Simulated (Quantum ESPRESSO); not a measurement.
LDA against PBE in Quantum ESPRESSO: the gap on the mesh of tetrahedral semiconductors

Single points in Quantum ESPRESSO on the same cell and mesh at two levels: PBE (plane waves, GBRV 1.5 ultrasoft (PBE) pseudopotentials) and LDA (plane waves, GBRV 1.5 ultrasoft (LDA) pseudopotentials). No measured value is used, so the table compares levels and does not rank them. The number in brackets is the space group.

Here x stands for gap on the mesh, PBE and y for gap on the mesh, LDA.

```
crystal     gap on the mesh, PBE (eV)  gap on the mesh, LDA (eV)  cell as run (Å³/atom)   k mesh  cutoffs
----------  -------------------------  -------------------------  ---------------------  -------  -------
GaAs (216)                      0.539                      0.303                  22.55    8×8×8   680 eV
CdSe (186)                      0.596                      0.315                  28.64    5×5×3   544 eV
CdTe (216)                      0.760                          ?                  34.01    5×5×5   544 eV
GaN (216)                       1.332                      1.326                  12.20    6×6×6   680 eV
SiC (186)                       2.283                      2.166                   9.80  13×13×7   544 eV
AlN (216)                       3.495                      3.402                  10.42    9×9×9   544 eV
```

Taking a straight line for y over the 5 complete rows: With u = x - 1.6, the rows have u = -1.0610, -1.0040, -0.2680, 0.6830, 1.8950. Means: u 0.049000, y 1.5024. About the means, the sum of products is 6.5650 and the sum of squares of u is 6.2511; the slope is their ratio. Least squares gives y = 1.4509 + 1.05022·u. Residuals (row less fit): -0.0336, -0.0815, 0.1566, -0.0022, -0.0391; standard error 0.1062 (degrees of freedom: 3). Full agreement would be y = x; this line has slope 1.050 and stands -0.149 eV from it at x = 1.600.

### Question
Predict the withheld y at x = 0.760 from the fit, and compare with the calculation.

### Answer
u = -0.8400, so y = 1.4509 + 1.05022 × (-0.8400) = 0.569 eV. The calculation gives 0.497 eV, 0.072 eV below the prediction (2.3 % of the range of y in the table). The row lies between fitted rows. From the scatter of the fitted rows alone, a prediction at this place has a standard error of 0.1223 eV, so the miss is 0.6 times that.

Copying x would have missed this row by 0.263. The cells are not relaxed at this level: typed lattice constants and structures from a database of calculations, some with the lattice rescaled by up to 2.5 %. Spin-orbit coupling is off, which matters for the heavier members. Gaps are read on the mesh, which need not hold the band edges; crystals whose gap falls under 0.15 eV in either column are left out. The rows, and the inner row withheld, were drawn at random from non-magnetic crystals of this class with sound runs on fine meshes; tables whose line scatters by over 5 % of the range, or whose columns agree throughout, aren't shown.
